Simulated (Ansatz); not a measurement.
# MoSi₂ (P6₂22, No. 180, 9 atoms in the cell; start mp-8938; a measured phase of this formula has another space group)

These are PBEsol in Ansatz (plane waves, PAW) values and carry that method's errors.

Numerical settings: plane-wave cutoff 500 eV, 12×12×6 k mesh (along the axes of the cell as run), Fermi–Dirac smearing 0.05 eV, no spin polarisation, scalar-relativistic PAW data made under PBE.

Cell (relaxed at this level):

```cif
data_Mo3Si6
_chemical_formula_sum 'Si6 Mo3'
_space_group_name_H-M_alt 'P 1'
_space_group_IT_number 1
_cell_length_a 4.57448
_cell_length_b 4.57448
_cell_length_c 6.56634
_cell_angle_alpha 90.000
_cell_angle_beta 90.000
_cell_angle_gamma 120.000
loop_
_space_group_symop_operation_xyz
  'x, y, z'
loop_
_atom_site_label
_atom_site_type_symbol
_atom_site_fract_x
_atom_site_fract_y
_atom_site_fract_z
_atom_site_occupancy
Si1 Si 0.16419 0.83581 0.83333 1
Si2 Si 0.32837 0.16419 0.16667 1
Si3 Si 0.16419 0.32837 0.50000 1
Si4 Si 0.83581 0.16419 0.83333 1
Si5 Si 0.67163 0.83581 0.16667 1
Si6 Si 0.83581 0.67163 0.50000 1
Mo1 Mo 0.50000 0.00000 0.50000 1
Mo2 Mo 0.50000 0.50000 0.83333 1
Mo3 Mo 0.00000 0.50000 0.16667 1
```

For MoSi₂ (P6₂22, No. 180, 9 atoms in the cell; start mp-8938; a measured phase of this formula has another space group), the band gap comes out as 0.04 eV (under three smearing widths, so not firm).

Note: the relaxation could not lower the start's symmetry, so the cell can be a saddle point above a distorted one.

Spin–orbit coupling is not included.

Computed values are for the static lattice.

A start named mp-… is a Materials Project structure, which need not be a measured phase.

Ansatz is a program for electronic structure.
